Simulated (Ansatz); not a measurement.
# PbSnS₂ (within 0.1 Å of Cc, No. 9, 8 atoms in the cell; start mp-1218961)

These are HSE06+SOC (Ansatz, a program for electronic structure, plane waves, PAW) values and carry that method's errors.

Numerical settings: plane-wave cutoff 460 eV, 6×6×2 k mesh (along the axes of the cell as run), Fermi–Dirac smearing 0.01 eV, PAW data made under PBE.

Cell (relaxed with PBE-D3(BJ)):

```cif
data_Pb2S4Sn2
_chemical_formula_sum 'Sn2 Pb2 S4'
_space_group_name_H-M_alt 'P 1'
_space_group_IT_number 1
_cell_length_a 4.14548
_cell_length_b 4.14483
_cell_length_c 11.67971
_cell_angle_alpha 97.996
_cell_angle_beta 97.993
_cell_angle_gamma 90.129
loop_
_space_group_symop_operation_xyz
  'x, y, z'
loop_
_atom_site_label
_atom_site_type_symbol
_atom_site_fract_x
_atom_site_fract_y
_atom_site_fract_z
_atom_site_occupancy
Sn1 Sn 0.65313 0.30198 0.12627 1
Sn2 Sn 0.80193 0.15298 0.62628 1
Pb1 Pb 0.37433 0.70729 0.88461 1
Pb2 Pb 0.20741 0.87454 0.38462 1
S1 S 0.31071 0.58018 0.63976 1
S2 S 0.68172 0.39063 0.34929 1
S3 S 0.89052 0.18168 0.84930 1
S4 S 0.08025 0.81072 0.13977 1
```

For PbSnS₂ (within 0.1 Å of Cc, No. 9, 8 atoms in the cell; start mp-1218961), the band gap comes out as 1.12 eV (indirect). The smallest direct gap on the k points sampled comes out as 1.25 eV and the direct gap at Γ is 1.94 eV.

Note: cell and atoms aren't relaxed at this level (pressure 0.5 GPa).

Static lattice: no zero-point or thermal effects.

A start named mp-… is a Materials Project structure, which need not be a measured phase.
